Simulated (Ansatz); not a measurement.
Start from CsPbCl3 in the cubic perovskite structure (space group Pm-3m, No. 221; a = 5.6188 Å). Axes: x, y, z lie along the cube axes.

Method: PBEsol/PAW in Ansatz (a program for electronic structure), no spin-orbit coupling.

Strains are applied to the cell and any free atomic positions relax.

One change was made to it. Results:

```json
[
 {"quantity": "valley order (the lowest conduction-band minima on the path, energy above the VBM, named in the base's zone)", "base": "R along ⟨111⟩ 1.83 eV; Γ 3.24 eV", "after": "R along ⟨111⟩ 2.00 eV; Γ 3.45 eV"},
 {"quantity": "pressure", "base": "0.00 GPa", "after": "-0.90 GPa"},
 {"quantity": "hole mass", "base": "0.17 mₑ (at R)", "after": "0.20 mₑ (at R)"}
]
```

Task: Which change produced these results?
(A) isotropic strain +1.32 %
(B) isotropic strain +1.77 %
(C) tensor shear ε_xy = +0.78 %

Result: A, isotropic strain +1.32 %. For comparison, the valley order in the other runs: tensor shear ε_xy = +0.78 % gives R along [111] 1.80 eV; M along [101] 2.42 eV; Γ 3.24 eV; isotropic strain +1.77 % gives R along ⟨111⟩ 2.05 eV; Γ 3.52 eV.

With Pb present, leaving out spin-orbit coupling can change the band edges. The levels and masses belong to the bands next to the band gap. Masses are band curvatures over ±0.01 Å⁻¹ around the edge. Whether these cells are dynamically stable was not tested. Many cubic perovskites are stable only at high temperature; tilts and polar distortions were not tested. This is not the structure that CsPbCl3 has at room temperature and ambient pressure.
